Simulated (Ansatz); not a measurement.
AlP (F-43m) under hydrostatic pressure (compression positive): band gap by PBE with spin-orbit coupling, rigid bands (plane waves, PAW; Ansatz, an electronic-structure program). The unloaded cell, whose axes the loads refer to:

```
AlP
1.0
    0.00000     2.73522     2.73522
    2.73522     0.00000     2.73522
    2.73522     2.73522     0.00000
Al P
1 1
Direct
  0.00000   0.00000   0.00000
  0.25000   0.25000   0.25000
```

```csv
hydrostatic pressure (compression positive) (GPa),volume per atom (Å³),band gap (eV)
-4.2,21.60,1.68
-2.8,21.18,1.64
-1.4,20.81,?
0,20.46,1.57
1.4,20.15,1.54
2.8,19.85,1.51
5.6,19.33,1.46
8.4,18.86,1.40
```

Problem. Fit a straight line to band gap against the load over the rows given, and predict the row at -1.4 GPa.

Solution. The means are x̄ = 1.600 GPa and ȳ = 1.5429; Σ(x − x̄)(y − ȳ) = -2.608 and Σ(x − x̄)² = 119.3, so the slope is -21.9 meV per GPa, and the rows given lie within 10 meV of the line. At -1.4 GPa the line gives 1.61 eV; the calculation gives 1.61 eV, 0.096 % from it.

Problem. With all rows, what volume deformation potential dE_g/d ln V follows?

Solution. A line through E_g against ln V has the slope 2.0 eV, so the gap narrows under compression.

 Stresses and pressures are the targets of the relaxation. Gaps are resolved to about 0.01 eV. The structure type is held at every load. Geometry: cell and atoms relaxed with PBEsol.
